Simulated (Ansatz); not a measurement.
# Hypothetical rock salt SbP, pressure series

The parent structure is SbP in the rock salt structure (space group Fm-3m, No. 225; a = 5.634 Å; a hypothetical phase, not in the database extracts checked).

Cell and atoms are relaxed at each pressure.

Levels (all Ansatz, a program for electronic structure, PAW): PBE (420 eV, no spin-orbit coupling); r2SCAN (500 eV, no SOC).

The base cell above is that of PBE; each level relaxes its own structures.

```tsv
case	lattice parameter a, PBE	lattice parameter a, r2SCAN
pressure −2 GPa	5.689 Å	5.651 Å
pressure −1 GPa	5.661 Å	5.625 Å
pressure 0.3 GPa	5.627 Å	5.594 Å
pressure 0.7 GPa	5.617 Å	5.585 Å
pressure 1.5 GPa	5.598 Å	5.567 Å
pressure 3 GPa	5.564 Å	5.535 Å
pressure 5 GPa	5.523 Å	5.496 Å
pressure 7.5 GPa	5.477 Å	5.452 Å
pressure 10 GPa	5.435 Å	5.413 Å
```

PBE lies above r2SCAN in every row, by 0.022 Å to 0.038 Å. They put the cases in the same order.

Load acts through the strain it causes; cell and atoms are relaxed under it. Whether these cells are dynamically stable was not tested. No other phases were tried under pressure. The final runs are not spin-polarised.
